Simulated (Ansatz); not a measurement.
## Response to strain in TiSi2

Start from TiSi2 (space group Fddd, No. 70).

```yaml
crystal:
  lattice:
    - [0.00000, 4.09011, 4.24993]
    - [2.38008, 0.00000, 4.24993]
    - [2.38008, 4.09011, 0.00000]
  atoms:
    - { symbol: Si, position: [0.66372, 0.33628, 0.66372] }
    - { symbol: Si, position: [0.33628, 0.66372, 0.33628] }
    - { symbol: Si, position: [0.58628, 0.91372, 0.58628] }
    - { symbol: Si, position: [0.91372, 0.58628, 0.91372] }
    - { symbol: Ti, position: [0.00000, 0.00000, 0.00000] }
    - { symbol: Ti, position: [0.25000, 0.25000, 0.25000] }
```

Cartesian axes are those of the cell as printed.

Strains are applied to the cell and any free atomic positions relax; under biaxial strain the out-of-plane vector relaxes too.

The values are results of Ansatz (a program for electronic structure) PBEsol, no spin-orbit coupling, not measurements.

Candidates:
(a) isotropic strain −5.91 %
(b) biaxial strain +1.47 %, plane normal [001], relaxed out of plane
(c) biaxial strain +2.42 %, plane normal [001], relaxed out of plane

Notes on the quantities. energy relative to the base: free energy F.

Q: Order them by energy relative to the base, lowest first.

A: (b) biaxial strain +1.47 %, plane normal [001], relaxed out of plane (+6.1 meV/atom), (c) biaxial strain +2.42 %, plane normal [001], relaxed out of plane (+16 meV/atom), (a) isotropic strain −5.91 % (+0.254 eV/atom)

Without a gap, meshes like the base's 13×13×13 leave anisotropic stresses uncertain by several tenths of a GPa, and small strain energies with them. Whether these cells are dynamically stable was not tested. The final runs are not spin-polarised.
